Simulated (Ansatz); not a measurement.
The reference is CaO in the rock salt structure (space group Fm-3m, No. 225; a = 4.7670 Å). Axes: x, y, z lie along the cube axes.

Perturbation: tensile biaxial strain of 1.53 % in the plane normal to [110], as in epitaxy on a mismatched substrate; the out-of-plane cell vector and the atoms relax.

Levels (all Ansatz, an electronic-structure program, PAW): PBEsol (420 eV, no spin-orbit coupling); r2SCAN (500 eV, no SOC); HSE06 (420 eV, scalar-relativistic without spin-orbit coupling).

At the geometry relaxed with PBEsol, these levels gave the following band gaps, in shuffled order: (a) 5.25 eV, (b) 3.49 eV, (c) 4.13 eV.

Match each gap to its level.

(a) HSE06; (b) PBEsol; (c) r2SCAN.

A biaxial case was relaxed in a doubled cell and then solved in the primitive one. Single points use the geometry relaxed with PBEsol. HSE06 was sampled on its mesh, a few special points and the semilocal edge points, so its gap is an upper bound. Stability against distortions was not tested. The base started in Cmce and relaxed to Fm-3m at this level.
